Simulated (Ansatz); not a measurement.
System: fluorite HfO₂ (high-temperature phase). Method: r²SCAN+SOC (plane waves, PAW; Ansatz, a first-principles code).

Run with plane-wave cutoff 600 eV, 8×8×8 k mesh, finite displacements, PAW data made under PBE.

Computed at the level's own relaxed cell.

```yaml
crystal:
  lattice:
    - [0.00000, 2.52832, 2.52832]
    - [2.52832, 0.00000, 2.52832]
    - [2.52832, 2.52832, 0.00000]
  atoms:
    - { symbol: Hf, position: [0.00000, 0.00000, 0.00000] }
    - { symbol: O, position: [0.25000, 0.25000, 0.25000] }
    - { symbol: O, position: [0.75000, 0.75000, 0.75000] }
```

Harmonic phonon frequencies (cm⁻¹; i marks an imaginary mode; at Γ without the LO shift):

| q point | frequencies |
|---|---|
| Γ | 0 0 0 238 238 238 593 593 593 |
| X | 231i 100 100 260 302 302 576 576 709 |
| L | 90 90 195 411 411 515 523 523 602 |

Imaginary modes appear, so the structure is dynamically unstable at this level.

Note: symmetry holds this phase in the static calculation, where it need not be a minimum; the run finds an imaginary mode (231i cm⁻¹), so the cell is a saddle point at this level.
